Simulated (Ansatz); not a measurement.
The parent structure is ZnInGaO4 (space group R3m, No. 160; a = 3.3560 Å, c = 26.1115 Å (hexagonal axes)).

(Cell as relaxed with PBE.)

Levels (all Ansatz, a quantum-chemistry and plane-wave program, PAW): PBE (420 eV, no spin-orbit coupling); r2SCAN (500 eV, no spin-orbit coupling).

Each level relaxes its own structure.

| quantity | PBE | r2SCAN |
|---|---|---|
| volume per atom | 12.13 Å³ | [?] |
| lattice parameter a | 335.6 pm | [?] |
| lattice parameter c | 2611.1 pm | [?] |
| band gap | 1.11 eV | [?] |
| gap character | direct at Γ | [?] |
| electron mass | 0.17 mₑ along c, 0.19 mₑ across | [?] |

### Question
Predict the r2SCAN column.

### Answer

- volume per atom, r2SCAN: 11.64 Å³
- lattice parameter a, r2SCAN: 331.1 pm
- lattice parameter c, r2SCAN: 2576.2 pm
- band gap, r2SCAN: 1.77 eV
- gap character, r2SCAN: direct at Γ
- electron mass, r2SCAN: 0.22 mₑ

PBE's volume per atom lies 0.483 Å³ above r2SCAN's (4.2 %); PBE's lattice parameter a lies 4.5 pm above r2SCAN's (1.4 %); PBE's lattice parameter c lies 34.9 pm above r2SCAN's (1.4 %); PBE's band gap lies 0.653 eV below r2SCAN's; the two agree on the gap character. Neither level is exact; r2SCAN is the comparison here, not a measurement.

Masses are band curvatures over ±0.01 Å⁻¹ around the edge. Whether these cells are dynamically stable was not tested.
